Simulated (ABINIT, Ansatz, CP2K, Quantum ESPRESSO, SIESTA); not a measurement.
**Code comparison for Mg3GaO4 (Pm-3m, 8 atoms in the cell)**

Self-consistent single point.

```
Mg3GaO4
1.0
    4.36349     0.00000     0.00000
    0.00000     4.36349     0.00000
    0.00000     0.00000     4.36349
Mg Ga O
3 1 4
Direct
  0.00000   0.50000   0.50000
  0.50000   0.00000   0.50000
  0.50000   0.50000   0.00000
  0.00000   0.00000   0.00000
  0.50000   0.00000   0.00000
  0.00000   0.50000   0.00000
  0.00000   0.00000   0.50000
  0.50000   0.50000   0.50000
```

All programs got the same cell, k-point mesh and kind of occupations (in Ansatz's words: kpoints.mp_grid.grid = 8 8 8; scf.occupations.method = fermi_dirac; scf.occupations.width = 0.05 eV); potentials, basis and cutoffs are each program's usual ones.

```csv
code,model,pressure (GPa),k-points,cutoff
ABINIT,"PBEsol, norm-conserving pseudopotentials (PseudoDojo nc-sr-04 PBEsol standard)",-4.62,35,42 Ha
SIESTA,"GGA PBEsol, numerical atomic orbitals DZP, PseudoDojo PBEsol standard norm-conserving potentials (rewritten from UPF to PSML)",-3.59,296,grid 300 Ry
Quantum ESPRESSO,"PBEsol, GBRV 1.5 ultrasoft (PBESOL) pseudopotentials",-4.57,35,50 Ry
CP2K,"PBEsol, GPW, DZVP-MOLOPT-SR-GTH basis, GTH-PBE potentials (GTH_POTENTIALS)",-1.20,260,grid 1000 Ry
Ansatz,"PBEsol, PAW files made with PBE",-4.89,35,420 eV
```

The spread over the programs that give each value: pressure within 3.69 GPa.

The starting cell comes from a database of computed structures (which also holds hypothetical and non-ambient phases and stackings), without a prior relaxation at this level. On Ansatz's run: In the base run, with a pressure of about -5 GPa the cell is away from its equilibrium volume at this level.

Task: Why do the programs differ, and what cannot be compared?

Result: Differences of this kind can come from the potentials, where these differ, and from what each basis and cutoff leave unconverged. The valence holds different numbers of electrons (ABINIT 67, SIESTA 67, Quantum ESPRESSO 73, CP2K 67, Ansatz (a first-principles code) 67). The zero of total energies and Fermi levels follows the potentials and each program's conventions, so they are not compared here. SIESTA and CP2K use small atom-centred bases, whose incompleteness enters pressures, forces and empty levels differently from a plane-wave cutoff. Ansatz's pressure is given at a fixed set of plane waves, as the other plane-wave codes print theirs; with its correction for the finite basis it is -4.50 GPa (the shift of 0.39 GPa shows how far the cutoff is from converged). The programs reduce the same mesh by symmetry to different extents, which changes the work and not the result. In the pressure, SIESTA (by 1.02) and CP2K (by 3.41) lie more than 1 GPa from the median of the plane-wave programs.

Left out of this page: GPAW and FLEUR (not drawn, or without a comparable value).

Keys are those of Ansatz 0.2.
